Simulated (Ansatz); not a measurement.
An ideal cubic perovskite cell is held by its symmetry; such compounds can tilt or shift off centre at room temperature. The starting structures come from a database of crystals and need not be the phases stable at ambient conditions.

Consider the following.

```
CsSnBr3
1.0
    5.83901     0.00000     0.00000
    0.00000     5.83901     0.00000
    0.00000     0.00000     5.83901
Cs Sn Br
1 1 3
Cartesian
  0.00000   0.00000   0.00000
  2.91951   2.91951   2.91951
  2.91951   0.00000   2.91951
  0.00000   2.91951   2.91951
  2.91951   2.91951   0.00000
```

The cell is taken as given; by LDA it stands under a pressure of -1.9 GPa.

Transport runs along the normal of the first two printed cell vectors, the (001) plane of the conventional cell.

The gap is the functional's own. No spin-orbit coupling. Mid-gap values are those at the computed energy nearest the middle.

**Question.** Give the band gap and the smallest decay constant κ at mid-gap that Ansatz (a quantum-chemistry and plane-wave program) with LDA yields.

**Answer.** Gap 0.44 eV on a 6×6×6 mesh; κ = 0.034 1/Å, at (0.500, 0.500) of the in-plane reciprocal vectors. At the zone centre the slowest state has κ = 0.15 1/Å.
